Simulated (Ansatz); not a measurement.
**O on the P site in zinc-blende BP**

These are PBE, PAW (plane waves to 420 eV; Ansatz, a first-principles code) values and carry that method's errors. A 2×2×2 supercell of 64 sites was used; the energies come from a 2×2×2 shifted sampling of its zone. Site at the start: the P site. Finite-size correction: monopole term and site-potential alignment. Dielectric constants: PBE linear response of the host. Host gap at this level: 1.25 eV. Finite-size and sampling errors can reach tenths of an eV here. Levels are measured in PBE's own, too narrow, gap. Spin–orbit coupling is left out. Each state is the lowest found from its start.

Formation energies E_f are given with the Fermi level at the valence-band maximum. Chemical conditions: B-rich (Δμ(P) = -0.61 eV, Δμ(O) = -3.78 eV, bounded by B12P2 (R-3m), B6P (R-3m), B2O3 (P3_121); only phases computed here count, gases as isolated molecules at 0 K); P-rich (Δμ(P) = 0.00 eV, Δμ(O) = -3.37 eV, bounded by B2O3 (P3_121); only phases computed here count, gases as isolated molecules at 0 K). Reference phases: O: O2 molecule in a box, P: black phosphorus.

```json
[
 {"charge": "+1", "moment (μB)": "not spin-polarised", "largest move off a lattice site (Å)": "0.37", "image correction with alignment (eV)": "0.02", "E_f, B-rich (eV)": "3.96", "E_f, P-rich (eV)": "4.16"},
 {"charge": "0", "moment (μB)": "1.0", "largest move off a lattice site (Å)": "0.43", "image correction with alignment (eV)": "0.00", "E_f, B-rich (eV)": "4.39", "E_f, P-rich (eV)": "4.59"},
 {"charge": "−1†", "moment (μB)": "not spin-polarised", "largest move off a lattice site (Å)": "0.45", "image correction with alignment (eV)": "0.36", "E_f, B-rich (eV)": "–", "E_f, P-rich (eV)": "–"}
]
```

† Not settled in this cell, so no level is given: charge −1: level within 0.1 eV of a band edge or past it.

No other site or start that was run ended lower by more than 0.1 eV.

Transition levels above the valence-band maximum: ε(+1/0) = 0.43 eV. On the lower envelope of the bound states, inside the gap: (+1/0) at 0.43 eV.

Flagged in the runs: a strain field that reaches the edge of the cell.
